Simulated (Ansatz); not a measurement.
# Cr₃B₄ (Immm, No. 71; cell taken from a computed entry)

All values below come from r²SCAN (plane waves, PAW; Ansatz, a first-principles code).

Numerical settings: plane-wave cutoff 500 eV, 18×18×18 k mesh, Fermi–Dirac smearing 0.05 eV, no spin polarisation, scalar-relativistic PAW data made under PBE.

Cell (relaxed at this level):

```yaml
crystal:
  lattice:
    - [-1.44859, 1.46232, 6.48285]
    - [1.44859, -1.46232, 6.48285]
    - [1.44859, 1.46232, -6.48285]
  atoms:
    - { symbol: Cr, position: [0.18571, 0.18571, 0.00000] }
    - { symbol: Cr, position: [0.81429, 0.81429, 0.00000] }
    - { symbol: Cr, position: [0.50000, 0.00000, 0.50000] }
    - { symbol: B, position: [0.93360, 0.43360, 0.50000] }
    - { symbol: B, position: [0.06640, 0.56640, 0.50000] }
    - { symbol: B, position: [0.35964, 0.35964, 0.00000] }
    - { symbol: B, position: [0.64036, 0.64036, 0.00000] }
```

| Item | Result |
|---|---|
| band gap | none |

Note: the relaxation could not lower the start's symmetry, so the cell can be a saddle point above a distorted one.

Static lattice: no zero-point or thermal effects.
